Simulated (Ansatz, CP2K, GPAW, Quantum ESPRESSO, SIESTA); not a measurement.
One structure in several programs: KCdF₃ (Pm-3m, 5 atoms in the cell)

Self-consistent single point.

```yaml
crystal:
  lattice:
    - [4.38209, 0.00000, 0.00000]
    - [0.00000, 4.38209, 0.00000]
    - [0.00000, 0.00000, 4.38209]
  atoms:
    - { symbol: K, position: [0.00000, 0.00000, 0.00000] }
    - { symbol: Cd, position: [0.50000, 0.50000, 0.50000] }
    - { symbol: F, position: [0.00000, 0.50000, 0.50000] }
    - { symbol: F, position: [0.50000, 0.00000, 0.50000] }
    - { symbol: F, position: [0.50000, 0.50000, 0.00000] }
```

Shared settings, as Ansatz (a quantum-chemistry and plane-wave program) writes them: kpoints.mp_grid.grid = 6 6 6; scf.occupations.method = fermi_dirac; scf.occupations.width = 0.0037 Ry. Potentials and cutoffs stand in the table.

```json
[
 {"code": "SIESTA", "model": "LDA PW92, numerical atomic orbitals DZP, PseudoDojo LDA standard norm-conserving potentials (rewritten from UPF to PSML)", "pressure (GPa)": "-5.02", "gap on the mesh (eV)": "2.691", "cutoff": "grid 300 Ry"},
 {"code": "Quantum ESPRESSO", "model": "LDA (PZ), GBRV 1.5 ultrasoft (LDA) pseudopotentials", "pressure (GPa)": "-3.97", "gap on the mesh (eV)": "2.717", "cutoff": "40 Ry"},
 {"code": "CP2K", "model": "LDA (Pade form), GPW, DZVP-MOLOPT-SR-GTH basis, GTH-PADE potentials (GTH_POTENTIALS)", "pressure (GPa)": "-1.98", "gap on the mesh (eV)": "2.713", "cutoff": "grid 550 Ry"},
 {"code": "GPAW", "model": "LDA (Perdew-Wang 92), GPAW PAW datasets LDA (gpaw-data 1.0.1)", "pressure (GPa)": "–", "gap on the mesh (eV)": "2.740", "cutoff": "900 eV"},
 {"code": "Ansatz", "model": "LDA (PW92), PAW files made with PBE", "pressure (GPa)": "-3.91", "gap on the mesh (eV)": "2.807", "cutoff": "30.9 Ry"}
]
```

A dash marks a value that a program does not give, or that is left out as unsure.

Gaps are read on the mesh.

The spread over the programs that give each value: pressure within 3.04 GPa; gap on the mesh within 0.116 eV.

SIESTA and CP2K use small atom-centred bases, whose incompleteness enters pressures, forces and empty levels differently from a plane-wave cutoff. Ansatz's pressure is given at a fixed set of plane waves, as the other plane-wave codes print theirs; with its correction for the finite basis it is -3.52 GPa (the shift of 0.39 GPa shows how far the cutoff is from converged). The pressure of GPAW is left out: its cutoff lies under the one at which its stress was checked. The same LDA comes in different parametrisations, which differ slightly. In the pressure, SIESTA (by 1.08) and CP2K (by 1.95) lie more than 1 GPa from the median of the plane-wave programs.

The starting cell comes from a database of computed structures (which also holds hypothetical and non-ambient phases and stackings), without a prior relaxation at this level.

Left out of this page: ABINIT (with a known weakness of the program); Elk (unsound by tests on forces, stress, charge or solver warnings).

Keys are those of Ansatz 0.2.
